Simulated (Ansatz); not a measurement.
Rock-salt NaH was calculated with rVV10 in Ansatz (PAW).

Settings: plane-wave cutoff 520 eV, 12×12×12 k mesh, Fermi–Dirac smearing 0.01 eV, scalar-relativistic PAW data made under PBE.

Response to compression and expansion:

```csv
V (Å³/atom),P (GPa),direct gap at Γ (eV),smallest gap on the k mesh (eV)
12.858,1.73,15.066,3.969
13.132,1.09,14.809,3.929
13.405,0.51,14.561,3.891
13.679,-0.01,14.322,3.854
13.952,-0.48,14.090,3.818
14.226,-0.92,13.867,3.783
14.499,-1.31,13.650,3.749
```

The fundamental gap (3.85 eV at the equilibrium volume, with added k points) lies elsewhere than Γ–Γ.

Ansatz is a first-principles code.
